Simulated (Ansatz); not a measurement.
Data:

End structure of H2O on the 1x1 (110) surface of bcc Ta, one in a 2x2 cell, started at the site 'top Ta':

```yaml
crystal:
  lattice:
    - [5.74873, 0.00000, 0.00000]
    - [-1.91624, 5.41995, 0.00000]
    - [0.00000, 0.00000, 26.50000]
  atoms:
    - { symbol: Ta, position: [0.25000, 0.25000, 0.37115] }
    - { symbol: Ta, position: [0.25000, 0.75000, 0.37115] }
    - { symbol: Ta, position: [0.75000, 0.25000, 0.37115] }
    - { symbol: Ta, position: [0.75000, 0.75000, 0.37115] }
    - { symbol: Ta, position: [0.00000, 0.00000, 0.45545] }
    - { symbol: Ta, position: [0.00000, 0.50000, 0.45545] }
    - { symbol: Ta, position: [0.50000, 0.00000, 0.45545] }
    - { symbol: Ta, position: [0.50000, 0.50000, 0.45545] }
    - { symbol: Ta, position: [0.24917, 0.25115, 0.54415] }
    - { symbol: Ta, position: [0.25013, 0.75023, 0.54509] }
    - { symbol: Ta, position: [0.74964, 0.24977, 0.54456] }
    - { symbol: Ta, position: [0.75088, 0.74920, 0.54407] }
    - { symbol: Ta, position: [0.00099, 0.99916, 0.62792] }
    - { symbol: Ta, position: [0.99669, 0.49810, 0.63557] }
    - { symbol: Ta, position: [0.50276, 0.00192, 0.62817] }
    - { symbol: Ta, position: [0.50070, 0.50076, 0.62797] }
    - { symbol: O, position: [0.03777, 0.50816, 0.72304] }
    - { symbol: H, position: [0.19974, 0.63936, 0.72565] }
    - { symbol: H, position: [0.06829, 0.35334, 0.73040] }
```

Set-up: 19 atoms, 6.8 Å thick at the start under the adsorbate (thin: gaps and levels are the slab's own); mesh 5x5x1; 0.1 eV smearing; dipole correction on; single point; no symmetry held, on the structure that PBE left; no spin, no spin-orbit, no U, no dispersion correction. At the end it is bonded to Ta. In PBE it is, or lies within 0.03 eV of, the lowest of the starts that converged; the order may differ at this level.

A negative adsorption energy means that the adsorbate is more stable on the surface than in its reference.

### Question
What change of the work function does r2SCAN, at the PBE geometry (Ansatz, a program for electronic structure) give?

### Answer
-1.25 eV

### Question
Predict the work function of the top face from r2SCAN, at the PBE geometry.

### Answer
3.63 eV

### Question
Give the adsorption energy against H2O(g) at the same level at the level r2SCAN, at the PBE geometry.

### Answer
-0.63 eV

### Question
What is the computed change of the step from the bottom to the top vacuum level, against the clean slab (r2SCAN, at the PBE geometry)?

### Answer
-1.22 eV
